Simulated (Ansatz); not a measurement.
**Effect of Ti → Si on TiO2**

The reference is TiO2 in the rutile structure (space group P4_2/mnm, No. 136; a = 4.592 Å, c = 2.939 Å).

Modification: full substitution Ti → Si, then cell and atoms are relaxed.

Level of theory: plane-wave PAW DFT at the PBEsol level (Ansatz, an electronic-structure program, 420 eV), spin-orbit coupling left out, earlier PAW set. Γ-centred 8×8×12 mesh, Fermi–Dirac width 0.05 eV, for the changed cell.

| quantity | base | changed | shift |
|---|---|---|---|
| volume per atom | 10.33 Å³ | 7.85 Å³ | -2.474 Å³ |
| lattice parameter a | 4.592 Å | 4.194 Å | -0.3971 Å |
| c/a ratio | 0.640 | 0.639 | -0.0016 |
| space group | P4_2/mnm (No. 136) | P4_2/mnm (No. 136) | – |
| band gap | 1.87 eV | 5.36 eV | +3.49 eV |
| gap character | direct at Γ | direct at Γ | – |
| width of the top valence band | 1.65 eV | 2.67 eV | +1.028 eV |
| electron mass | 0.54 mₑ along c, 1.1 mₑ across (at Γ) | 0.37 mₑ along c, 0.47 mₑ across (at Γ) | – |
| hole mass | – | 1.8 mₑ along c, 1.1 mₑ across (at Γ) | – |
| valence-band top at Γ (three highest levels, from the VBM) | 0.00, -0.44, -0.44 eV | 0.00, -0.88, -0.88 eV | – |

Final structure:

```yaml
crystal:
  lattice:
    - [4.19446, 0.00000, 0.00000]
    - [0.00000, 4.19446, 0.00000]
    - [0.00000, 0.00000, 2.67824]
  atoms:
    - { symbol: Si, position: [0.00000, 0.00000, 0.00000] }
    - { symbol: Si, position: [0.50000, 0.50000, 0.50000] }
    - { symbol: O, position: [0.30605, 0.30605, 0.00000] }
    - { symbol: O, position: [0.80605, 0.19395, 0.50000] }
    - { symbol: O, position: [0.19395, 0.80605, 0.50000] }
    - { symbol: O, position: [0.69395, 0.69395, 0.00000] }
```

Masses are band curvatures over ±0.01 Å⁻¹ around the edge. Whether these cells are dynamically stable was not tested. The final runs are not spin-polarised.
